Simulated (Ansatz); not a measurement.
Take C in the diamond structure (space group Fd-3m, No. 227; a = 3.554 Å) as the base.

Calculations: Ansatz (a quantum-chemistry and plane-wave program), PBEsol, PAW, cutoff 420 eV, scalar-relativistic without spin-orbit coupling.

One change was made to it. Results:

The band gap goes up by 0.015 eV (4.03 eV → 4.05 eV); the smallest direct gap grows by 0.02 eV to 5.59 eV; the lattice parameter a decreases by 0.015 bohr (6.716 bohr → 6.701 bohr).

**Question.** Name the change that was made.
A) pressure 7 GPa
B) pressure −2 GPa
C) pressure 100 GPa
D) pressure 3 GPa

**Answer.** D, pressure 3 GPa. For comparison, the lattice parameter a in the other runs: pressure 7 GPa gives 6.682 bohr; pressure 100 GPa gives 6.356 bohr; pressure −2 GPa gives 6.726 bohr.

Load acts through the strain it causes; cell and atoms are relaxed under it. No phonon test of stability was made. Competing high-pressure phases were not computed.
